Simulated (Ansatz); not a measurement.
The reference is ZrSe2 in the fluorite structure (space group Fm-3m, No. 225; a = 6.596 Å; a hypothetical phase, not in the database extracts checked; relaxed with 0.1 eV smearing). Axes: x, y, z lie along the cube axes.

(Cell as relaxed with PBE.)

Levels (all Ansatz, a first-principles code, PAW): PBE (420 eV, without spin-orbit coupling); PBEsol (420 eV, no SOC).

Each level relaxes its own structure.

```tsv
base	PBE	PBEsol
volume per atom	23.91 Å³	22.96 Å³
lattice parameter a	6.596 Å	6.507 Å
band gap	zero	zero
```

Perturbation: biaxial strain +4.70 %, plane normal [110], relaxed out of plane (Cartesian); in-plane vectors clamped, the third vector and the atoms free.

```tsv
quantity	PBE	PBEsol
out-of-plane strain	-8.89 %	-10.21 %
energy relative to the base (free energy F)	+10 meV/atom	+0.4 meV/atom
shortest interatomic distance	2.827 Å	2.786 Å
```

PBE's out-of-plane strain lies 1.32 % above PBEsol's; PBE's energy relative to the base lies 9.6 meV/atom above PBEsol's; PBE's shortest interatomic distance lies 0.041 Å above PBEsol's (1.5 %). Neither level is exact; PBEsol is the comparison here, not a measurement.

A biaxial case was relaxed in a doubled cell and then solved in the primitive one. Whether these cells are dynamically stable was not tested. All final runs are without spin polarisation.
